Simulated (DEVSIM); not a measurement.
Structure: abrupt Ge n-p junction, at 300 K.

```tsv
layer (left to right)	material	thickness (μm)	Nd (cm⁻³)	Na (cm⁻³)	τn (s)	τp (s)
1	Ge	0.960	2.2e18	-	1.4e-7	1.4e-7
2	Ge	1.10	-	1.6e14	1.4e-7	1.4e-7
```

Left contact: ohmic. Right contact: ohmic. Voltage is applied to the left contact. Recombination: SRH at mid-gap, radiative, Auger. Mobility is μmin + (μ − μmin)/(1 + (N/Nref)^α).

The device is made up for the run: typed textbook-type constants, with dimensions and the other settings drawn at random. Values at 300 K; Nc and Nv go as T^1.5, mobilities as T to minus their exponent, the gap by Varshni's rule with the affinity fixed.

```
parameter               Ge
----------------  --------
gap (eV)             0.664
affinity (eV)            4
permittivity            16
Nc (cm⁻³)          1.04e19
Nv (cm⁻³)             6e18
μn (cm²/Vs)           3900
μp (cm²/Vs)           1900
μn,min                 150
μp,min                 100
Nref,n              2.6e17
Nref,p                4e17
αn                    0.56
αp                     0.6
T exponent of μn      1.66
T exponent of μp      2.33
B (cm³/s)          6.4e-14
Cn (cm⁶/s)           1e-31
Cp (cm⁶/s)           1e-31
Varshni α (eV/K)  0.000477
Varshni β (K)          235
```

Model (solved in DEVSIM): 1D drift-diffusion, Boltzmann statistics, complete ionisation; no tunnelling, impact ionisation, image-force lowering or self-heating.

Base results: largest field in the device at zero bias (V/cm) 69000; potential step across the device at zero bias (V) 0.352.

Q: What follows from this one change: temperature 300 → 400 K?

A: largest field in the device at zero bias 69000 → 80000 V/cm; potential step across the device at zero bias 0.352 → 0.255 V.

Q: What follows from this one change: doping Na of layer 2 1.6e+14 → 4.8e+13 cm^-3?

A: largest field in the device at zero bias little changed (69000 V/cm); potential step across the device at zero bias 0.352 → 0.324 V.
